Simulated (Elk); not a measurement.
# Worked example: self-consistent single point of Sr (Fm-3m, 1 atom in the cell) in Elk

Level of theory: PBE, all-electron FP-LAPW, Elk's shipped species files, default APW+lo basis in Elk 10.2.4.

This input was run:

```
tasks
  0

xctype
  20

rgkmax
  7.0

stype
  3

swidth
  0.00367493

avec
    0.0000000000    5.7275331166    5.7275331166
    5.7275331166    0.0000000000    5.7275331166
    5.7275331166    5.7275331166    0.0000000000

atoms
  1   : nspecies
  'Sr.in'   : spfname
  1   : natoms; atposl, bfcmt below
  0.0000000000  0.0000000000  0.0000000000    0.0 0.0 0.0

ngridk
  7 7 7
```

Output (repeated stretches shortened):

```
│ Elk code version 10.2.4 │

All units are atomic (Hartree, Bohr, etc.)

│ Ground-state run starting from atomic densities │

Lattice vectors :
   0.000000000       5.727533117       5.727533117
   5.727533117       0.000000000       5.727533117
   5.727533117       5.727533117       0.000000000

Unit cell volume      :    375.7792736
Brillouin zone volume :   0.6600955159

Muffin-tin inner radius fraction :   0.1000000000E-01

Nuclei treated as point charges

Species :    1 (Sr)
 parameters loaded from : Sr.in
 name : strontium
 nuclear charge    :   -38.00000000
 electronic charge :    38.00000000
 atomic mass :    159721.4890
 muffin-tin radius :    2.600000000
 number of radial points in muffin-tin :    597
 atomic positions (lattice), magnetic fields (Cartesian) :
   1 :   0.00000000  0.00000000  0.00000000    0.00000000  0.00000000  0.00000000

Total number of atoms per unit cell :    1

Spin treatment :
 spin-unpolarised

Number of Bravais lattice symmetries :   48
Number of crystal symmetries         :   48
Crystal has inversion symmetry
Real symmetric eigensolver will be used

k-point grid :      7     7     7
k-point offset :    0.000000000       0.000000000       0.000000000
k-point set is reduced with full crystal symmetry group
Total number of k-points :       20

Muffin-tin radius times maximum |G+k| :    7.000000000
 using average radius
Maximum |G+k| for APW functions       :    2.692307692
Maximum (1/2)|G+k|²                   :    3.624260355
Maximum |G| for potential and density :    12.00000000
 potential will be trimmed for |G| > 2 gkmax
Constant for pseudocharge density :    8
Radial integration step length :    4

G-vector grid sizes :     32    32    32
Number of G-vectors :    10969

Maximum angular momentum used for
 APW functions                      :    8
 outer part of muffin-tin           :    6
 inner part of muffin-tin           :    1

Total nuclear charge    :   -38.00000000
Total core charge       :    28.00000000
Total valence charge    :    10.00000000
Total excess charge     :    0.000000000
Total electronic charge :    38.00000000

Effective Wigner radius, rₛ :    1.331537920

Number of empty states         :    4
Total number of valence states :    9
Total number of core states    :   28

Total number of local-orbitals :    8

Exchange-correlation functional :     20     0     0
 Perdew-Burke-Ernzerhof, Phys. Rev. Lett. 77, 3865 (1996)
 gradient requirement :    1
 generalised gradient approximation (GGA)

Smearing type :    3
 Fermi-Dirac
Smearing width :   0.3674930000E-02
Effective electronic temperature (K) :    1160.451112

Mixing type :    3
 Broyden mixing, J. Phys. A: Math. Gen. 17, L317 (1984)

Kohn-Sham potential initialised from atomic data

│ Self-consistent loop started │
│ Loop number : 1 │
 total energy                :     -3181.77105479
│ Loop number : 2 │
 total energy                :     -3181.75210402
RMS change in Kohn-Sham potential (target) :   0.1294958573     (  0.1000000000E-05)
Absolute change in total energy (target)   :   0.1895076389E-01 (  0.1000000000E-03)
│ Loop number : 3 │
 total energy                :     -3180.99950942
RMS change in Kohn-Sham potential (target) :   0.7763675619E-01 (  0.1000000000E-05)
Absolute change in total energy (target)   :   0.7573322938     (  0.1000000000E-03)
│ Loop number : 4 │
 total energy                :     -3180.38792962
RMS change in Kohn-Sham potential (target) :   0.3399089171E-01 (  0.1000000000E-05)
Absolute change in total energy (target)   :   0.8009128734     (  0.1000000000E-03)
│ Loop number : 5 │
 total energy                :     -3180.07162706
RMS change in Kohn-Sham potential (target) :   0.1107719944E-01 (  0.1000000000E-05)
Absolute change in total energy (target)   :   0.5165307762     (  0.1000000000E-03)
│ Loop number : 6 │
 total energy                :     -3179.95685188
RMS change in Kohn-Sham potential (target) :   0.2751626631E-02 (  0.1000000000E-05)
Absolute change in total energy (target)   :   0.2439078744     (  0.1000000000E-03)
│ Loop number : 7 │
 total energy                :     -3179.91835030
RMS change in Kohn-Sham potential (target) :   0.1489101755E-03 (  0.1000000000E-05)
Absolute change in total energy (target)   :   0.9947855080E-01 (  0.1000000000E-03)
│ Loop number : 8 │
 total energy                :     -3179.91751899
RMS change in Kohn-Sham potential (target) :   0.7902139575E-04 (  0.1000000000E-05)
Absolute change in total energy (target)   :   0.2570094951E-01 (  0.1000000000E-03)
│ Loop number : 9 │
 total energy                :     -3179.91642019
RMS change in Kohn-Sham potential (target) :   0.1172955736E-04 (  0.1000000000E-05)
Absolute change in total energy (target)   :   0.7524030516E-02 (  0.1000000000E-03)
│ Loop number : 10 │
 total energy                :     -3179.91621934
RMS change in Kohn-Sham potential (target) :   0.3051887003E-05 (  0.1000000000E-05)
Absolute change in total energy (target)   :   0.2081866800E-02 (  0.1000000000E-03)
│ Loop number : 11 │
 total energy                :     -3179.91618059
RMS change in Kohn-Sham potential (target) :   0.7736310992E-06 (  0.1000000000E-05)
Absolute change in total energy (target)   :   0.5592125754E-03 (  0.1000000000E-03)
│ Loop number : 12 │
 total energy                :     -3179.91618005
RMS change in Kohn-Sham potential (target) :   0.1526747196E-06 (  0.1000000000E-05)
Absolute change in total energy (target)   :   0.1403393185E-03 (  0.1000000000E-03)
│ Loop number : 13 │
 total energy                :     -3179.91618143
RMS change in Kohn-Sham potential (target) :   0.5625876895E-07 (  0.1000000000E-05)
Absolute change in total energy (target)   :   0.3370708600E-04 (  0.1000000000E-03)
Convergence targets achieved

│ Loop number : 14 │

Energies :
 Fermi                       :     0.117689885829
 sum of eigenvalues          :     -1878.21030987
 electron kinetic            :      3275.05919333
 core electron kinetic       :      3228.33443646
 Coulomb                     :     -6349.73040093
 Coulomb potential           :     -5016.26587233
 nuclear-nuclear             :     -259.303210178
 electron-nuclear            :     -7164.58850917
 Hartree                     :      1074.16131842
 Madelung                    :     -3841.59746476
 xc potential                :     -137.003630860
 exchange                    :     -103.374284543
 correlation                 :     -1.86914535938
 electron entropic           :    -0.154500735958E-02
 total energy                :     -3179.91618251

Density of states at Fermi energy :    34.65462730
 (states/Hartree/unit cell)

Estimated indirect band gap :   0.9329434935E-02
 from k-point     13 to k-point     20
Estimated direct band gap   :   0.1099309484E-01
 at k-point     13

Charges :
 core                        :    28.00000000
 valence                     :    10.00000000
 interstitial                :    2.094911804
 muffin-tins (core leakage)
  species :    1 (Sr)
   atom    1                 :    35.90508820     (  0.2881340412E-04)
 total in muffin-tins        :    35.90508820
 total calculated charge     :    38.00367577
 total charge                :    38.00000000
 error                       :   0.3675773849E-02

│ Self-consistent loop stopped │
```

The run converged in 14 iterations. The count includes the last loop, which Elk runs after its targets are met.

The starting cell has typed, rounded lattice constants, without a prior relaxation at this level. Its lattice was rescaled by up to half a per cent. Values depend on the basis (sphere radii, cutoffs, local orbitals), which need not be converged. The log's line on a gap gives a spacing of levels on this mesh, which the program prints for metals too.
